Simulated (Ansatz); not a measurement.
## A computed series for ZnGeP2: carrier doping

Base system: ZnGeP₂ in the chalcopyrite structure (space group I-42d, No. 122; a = 5.424 Å, c = 10.709 Å).

Carriers are added at fixed cell with a uniform background; the Fermi–Dirac width is that of 300 K.

Calculations: PBEsol in Ansatz (plane waves to 420 eV, PAW, scalar-relativistic without spin-orbit coupling).

Before the change:

```
Property                        Value
----------------------------  -------
Gap between the host's bands  1.07 eV
```

Problem. The aim is a gap between the host's bands between 0.87 eV and 0.95 eV. Which of these changes reaches it?
A. holes 3.0×10^21 cm⁻³
B. holes 7.0×10^21 cm⁻³
C. electrons 7.0×10^21 cm⁻³

Solution. C, electrons 7.0×10^21 cm⁻³. It gives 0.91 eV; holes 7.0×10^21 cm⁻³ gives 1.19 eV; holes 3.0×10^21 cm⁻³ gives 1.12 eV. Changes not listed may reach it too

Charged cell with a jellium background: band edges are those of the host's band count, energies are not comparable with the neutral cell, and many-body gap narrowing is missing. No phonon test of stability was made.

Ansatz is a quantum-chemistry and plane-wave program.
